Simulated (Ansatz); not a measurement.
GaP under load (space group F-43m), Ansatz (a first-principles code) with r2SCAN with spin-orbit coupling, rigid bands. Condition of this run: hydrostatic pressure 10 GPa (the target of the relaxation). Band gap 1.64 eV, N_c = 4.23e19 cm⁻³ and N_v = 1.97e19 cm⁻³ at 300 K, conductivity masses of 0.338 mₑ (electrons) and 0.441 mₑ (holes). Take k_BT = 0.02585 eV.

Task: Find the intrinsic carrier density and the intrinsic Fermi level.

Result: n_i = √(N_c N_v) exp(−E_g/2k_BT) = 2.89e19 × exp(−31.72) = 4.8e5 cm⁻³. The level lies (k_BT/2) ln(N_v/N_c) = -10 meV from mid-gap (positive towards the conduction band). Each 0.1 eV added to the gap lowers n_i by a factor of 6.9.

Task: What thermal injection velocity √(2k_BT/πm) limits a ballistic channel?

Result: 9.25e6 cm/s for electrons and 8.10e6 cm/s for holes, a ratio of √(m_h/m_e) = 1.14, for dilute carriers.

Task: What built-in voltage has an abrupt junction with N_A = 1e17 and N_D = 1e17 cm⁻³, all dopants ionised?

Result: V_bi = E_g/e − (k_BT/e) ln(N_c N_v/(N_A N_D)) = 1.64 − 0.02585 × 11.33 = 1.35 V, for the computed gap.

Rigid bands with the computed gap; masses take one relaxation time for all states.
